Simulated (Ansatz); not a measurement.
BaHfO3 (Pm-3m): ε∞ = 4.772, static ε₀ = 46.95, effective LO energy 61.9 meV, electron mass 0.524 mₑ (band masses from Ansatz (a first-principles code) with PBE, rigid bands, cell and atoms relaxed with PBE; dielectric constants and zone-centre modes from LDA in Ansatz on its own relaxed cell).

Problem. Work out the Fröhlich coupling α = (1/ε∞ − 1/ε₀) √(m Ry/ħω_LO) and what it means for transport at 300 K.

Solution. 1/ε∞ − 1/ε₀ = 0.188 and √(m × 13.606 eV/ħω) = 10.7, so α = 2.02; in weak coupling the polaron mass is about m(1 + α/6). No mobility is given: intermediate coupling to a stiff mode, where neither simple mobility formula holds.

Model: isotropic Fröhlich coupling of one parabolic band to one effective longitudinal optical (LO) phonon, from the dielectric constants and phonon modes at the zone centre, chosen so that α equals the sum over the polar modes. Acoustic, nonpolar, intervalley and impurity scattering are left out, and they lower the mobility further; with several valleys or bands the averaged mass is a rough stand-in. Semilocal functionals tend to overestimate ε∞, which makes α low and the mobility high.

Computed structure with no diffraction record at hand here (it may be known, metastable or hypothetical): BaHfO3 (Pm-3m). The missing spin-orbit coupling matters most for BaHfO3 (Pm-3m).
